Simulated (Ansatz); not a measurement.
The reference is Re (space group R-3m, No. 166; a = 2.7534 Å, c = 19.9651 Å (hexagonal axes); a cell from a computed database, its experimental status unchecked; relaxed with 0.1 eV smearing). Axes: x lies along a and z along c of the hexagonal cell.

Calculations: PBEsol in Ansatz (plane waves to 420 eV, PAW, no spin-orbit coupling).

Perturbation: tensor shear ε_yz = −2.14 % (engineering shear γ = -0.0428), atoms relaxed at fixed cell.

Question: Predict the stress tensor and what it implies for the stiffness.

Answer: Stress of the strained cell less that of the base (GPa, compression positive):
```
    1.0     0.0     0.0
    0.0    -0.2     7.0
    0.0     7.0     0.8
```

Then −Δσ/γ with γ = 2ε = -0.0428 gives secant stiffness values (nonlinear terms included at this strain): C44 ≈ 164 GPa.

As a check, the harmonic strain energy −½ V₀ Δσ:ε is 14 meV/atom; the computed energy rise is 14 meV/atom.

Whether these cells are dynamically stable was not tested. The final runs are not spin-polarised. This is not the structure that Re has at room temperature and ambient pressure.

Ansatz is a program for electronic structure.
